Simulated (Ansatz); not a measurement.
## Response to strain in PbSe

Take PbSe in the rock salt structure (space group Fm-3m, No. 225) as the base.

```yaml
crystal:
  lattice:
    - [0.00000, 3.08901, 3.08901]
    - [3.08901, 0.00000, 3.08901]
    - [3.08901, 3.08901, 0.00000]
  atoms:
    - { symbol: Pb, position: [0.00000, 0.00000, 0.00000] }
    - { symbol: Se, position: [0.50000, 0.50000, 0.50000] }
```

Cartesian axes are those of the cell as printed.

Strains are applied to the cell and any free atomic positions relax; under biaxial strain the out-of-plane vector relaxes too.

Computed with plane-wave PAW DFT at the r2SCAN level (Ansatz, an electronic-structure program, 500 eV), no SOC.

| biaxial strain, plane normal [111], relaxed out of plane (%) | out-of-plane strain (%) |
|---|---|
| 0 | 0.00 |
| 0.42 | -0.45 |
| 0.83 | -0.87 |
| 1.25 | ? |
| 1.67 | -1.75 |
| 2.08 | -2.18 |
| 2.5 | -2.62 |

Task: Fit ε⊥ = −νε + γε² (strains in %) to the rows shown and predict the withheld row.

Result: Least squares on the printed values gives ν = 1.05 (the biaxial Poisson response) and γ = 0.002 (largest residual 0.01 %); this predicts -1.31 %, and the run gives -1.31 %, in agreement.

No phonon test of stability was made.
